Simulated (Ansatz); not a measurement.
An Ansatz (a first-principles code) run: BaTiO3 with a change (x(Sr) = 0.5, 10 atoms, P4/mmm (arrangement A)); PBEsol (Ansatz; PAW; 420 eV plane waves; no spin-orbit coupling).

Input:

Ansatz 0.2 input:
```yaml
crystal:
  lattice:
    - [5.5617307443, 0, 0]
    - [0, 5.5617307443, 0]
    - [0, 0, 3.9277996204]
  atoms:
    - { symbol: Ba, position: [0, 0, 0] }
    - { symbol: Sr, position: [0.5, 0.5, 0] }
    - { symbol: Ti, position: [0.5, 0, 0.5] }
    - { symbol: Ti, position: [0, 0.5, 0.5] }
    - { symbol: O, position: [0.5, 0, 0] }
    - { symbol: O, position: [0, 0.5, 0] }
    - { symbol: O, position: [0.7463884231, 0.7463884231, 0.5] }
    - { symbol: O, position: [0.2536115769, 0.2536115769, 0.5] }
    - { symbol: O, position: [0.7463884231, 0.2536115769, 0.5] }
    - { symbol: O, position: [0.2536115769, 0.7463884231, 0.5] }
basis: { ecutwfc: 420, ecutrho_ratio: 4, xc_grid: 2, fft_grid_basis: typed }
kpoints: { mp_grid: { grid: [6, 6, 8] } }
hamiltonian:
  xc: pbesol
  dispersion: none
  pseudopotentials: { kind: paw }
scf: { occupations: { method: fermi_dirac, width: 0.05 }, convergence: { dr2_threshold: 0.000000001 } }
output: { forces: true, stress: true }
checkpoint: { write: state.ck, write_every: 1000 }
```

Output (explanatory and most iteration lines left out):

```
Pseudopotential: Ba, paw, valence charge 10
Pseudopotential: Sr, paw, valence charge 10
Pseudopotential: Ti, paw, valence charge 12
Pseudopotential: O, paw, valence charge 6
Crystal: 10 atoms, lattice volume = 121.498 Å³
Basis set: ecut = 420 eV, 2393 PW (Γ), exchange–correlation on 80×80×54 points (8 copies of the dense FFT grid, shifted against one another)
Bands: 50, of which v1, the nominal top of the filled ones, is band 40 counted from 1 (39 counted from 0)
Symmetry: 16 space group operations
Space group: P4/mmm (ITA 123), of the structure as read, at distance tolerance 5.0e-5 Å
k-points: 50 of 288
Functional: x = pbesol(κ = 0.804, μ = 0.12345679012345678), c = pbesol(β = 0.046)
SCF iter   1: F=—  HF=-17684.736221 eV  |F-HF|=—  |Δ(HF+E_count)|=         —  Δρ=1.70e-2  dr2=2.98e-1  ethr=1.77e-3  ⟨swp⟩=8.5  Hψ=11517  notcnv=0  defer=18
SCF iter   2: F=—  HF=-17684.676130 eV  |F-HF|=—  |Δ(HF+E_count)|=   6.01e-2  Δρ=4.34e-3  dr2=2.61e-2  ethr=3.72e-4  ⟨swp⟩=2.0  Hψ=4110  notcnv=0  defer=146
SCF 1 converged in 8 iterations: F = -17684.671827 eV  dr2 = 5.64e-10
SCF converged after 8 iterations
Free energy (F): -17684.671827 eV
Internal energy: -17684.671827 eV  (E = F + TS)
E sigma→0 (E₀):  -17684.671827 eV
Fermi energy:    11.198884 eV
--- Forces (eV/Å), atoms counted from 1 ---
  atom   1  Ba     0.00000000     0.00000000     0.00000000
  atom   2  Sr     0.00000000     0.00000000     0.00000000
  atom   3  Ti    -0.00000000    -0.00000000     0.00000000
  atom   4  Ti     0.00000000    -0.00000000     0.00000000
  atom   5  O     -0.00000000     0.00000000     0.00000000
  atom   6  O      0.00000000     0.00000000     0.00000000
  atom   7  O     -0.00017620    -0.00017620     0.00000000
  atom   8  O      0.00017620     0.00017620     0.00000000
  atom   9  O     -0.00017620     0.00017620     0.00000000
  atom  10  O      0.00017620    -0.00017620     0.00000000
--- Stress (GPa, compression-positive) ---
       -0.008947       0.000000       0.000000
        0.000000      -0.008947       0.000000
        0.000000       0.000000      -0.013805
  P = ⅓ Tr σ = -0.0106 GPa (-0.106 kbar)
```

These are small ordered cells, not random alloys; other orderings at the same x differ. Stability against distortions was not tested. All final runs are without spin polarisation. The cell was made from BaTiO3 by this change: x(Sr) = 0.5, 10 atoms, P4/mmm. Many cubic perovskites are stable only at high temperature; tilts and polar distortions were not tested.
